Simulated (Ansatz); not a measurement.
## Lattice constant a of SiTe₂ (model structure, started from the rutile type, P4₂/mnm, No. 136, 6 atoms in the cell) at several levels of theory

No measured value is used here.

Q: Put these levels in order of the lattice constant a that they give for SiTe₂ (model structure, started from the rutile type, P4₂/mnm, No. 136, 6 atoms in the cell), smallest first: PBE (Ansatz, a first-principles code), PBEsol (Ansatz), r²SCAN (Ansatz), r²SCAN+rVV10 (Ansatz).

A: PBEsol (6.401 Å), r²SCAN+rVV10 (6.445 Å), r²SCAN (6.487 Å), PBE (6.505 Å)

Cutoffs differ between the levels. Ansatz's density-functional and Hartree–Fock values are scalar-relativistic unless marked +SOC, with PAW data made under PBE.

A model structure was made by putting elements into a prototype or built by hand; it is no filed structure, need not be a known phase, and can be a saddle point held by its symmetry.
